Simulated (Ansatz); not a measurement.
The starting structures come from a database of crystals and need not be the phases stable at ambient conditions.

By PBEsol, the system below comes out a metal.

Input:

```xyz
8
Lattice="4.2096 0.0000 0.0000 0.0000 9.0868 0.0000 0.0000 4.5434 2.6231" Properties=species:S:1:pos:R:3 pbc="T T T"
Ni     3.1572     3.8189     1.3682
Ni     1.0524     9.8114     1.2549
Ni     1.0524     7.6377     0.0000
Ni     3.1572     1.4491     0.0000
Ni     3.1572     8.3623     1.2549
Ni     1.0524     5.2679     1.3682
Sn     3.1572     6.0579     0.0000
Sn     1.0524     7.5724     2.6231
```

Space group of this cell: P6_3/mmc. The cell is taken as given; by PBEsol its mean pressure is -1.8 GPa.

The current flows along the normal of the first two printed cell vectors, the (110) plane of the conventional cell. No spin-orbit coupling; the value is a mean over 0.1 eV about the Fermi level.

### Question
Give the ballistic conductance per area that PBEsol (Ansatz, an electronic-structure program) yields.

### Answer
0.46 × 10¹⁵ S/m² for both spins.
